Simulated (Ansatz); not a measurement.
What isotropic strain −2.67 % does to C

Take C in the graphite type structure (space group P6_3/mmc, No. 194; a = 2.4650 Å, c = 6.7289 Å; layered, stacked along the Cartesian z axis) as the base.

Modification: the cell is scaled by 0.9733 in all directions; the atoms relax in the strained cell.

Computed with PBE-D3(BJ) in Ansatz (plane waves to 420 eV, PAW, no SOC), earlier PAW set. Settings: 15×15×5 k-points, 0.05 eV Fermi–Dirac smearing.

```tsv
quantity	base	changed	shift
volume per atom	8.85 Å³	8.16 Å³	-0.69 Å³
space group	P6_3/mmc (No. 194)	P6_3/mmc (No. 194)	–
shortest interatomic distance	142.3 pm	138.5 pm	-3.8 pm
energy relative to the base (free energy F)	0 meV/atom	+57 meV/atom	+57 meV/atom
pressure (mean of the normal stresses, compression positive)	0.0 GPa	28.0 GPa	+28.0 GPa
band gap	zero	zero	–
```

Cost of the whole job for the changed cell (relaxation, final SCF and bands): very roughly 2.4 core-seconds.

A case with no gap was solved on a k-mesh chosen for an insulator, which is coarse for it. No phonon test of stability was made.

Ansatz is a first-principles code.
